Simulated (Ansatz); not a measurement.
Start from IrO$_{2}$ in the rutile structure (space group P4_2/mnm, No. 136; a = 4.472 Å, c = 3.154 Å).

Calculations: Kohn–Sham DFT with the PBEsol functional, run in Ansatz (a program for electronic structure) with PAW and 420 eV plane waves, no spin-orbit coupling.

For the base:

The lattice parameter a is 4.472 Å, the c/a ratio comes out as 0.705 and the band gap comes out as zero.

Modification: Os takes the place of Ir on all its sites; the structure is relaxed again.

### Question
What does the calculation give for the lattice parameter a, c/a ratio and band gap after the change?

### Answer
The lattice parameter a falls by 0.017 Å to 4.455 Å; the c/a ratio increases by 0.009 (0.705 → 0.714); the band gap stays zero.

No phonon test of stability was made. No Hubbard U is applied, and correlation can decide whether such a compound is a metal. The final runs are not spin-polarised.
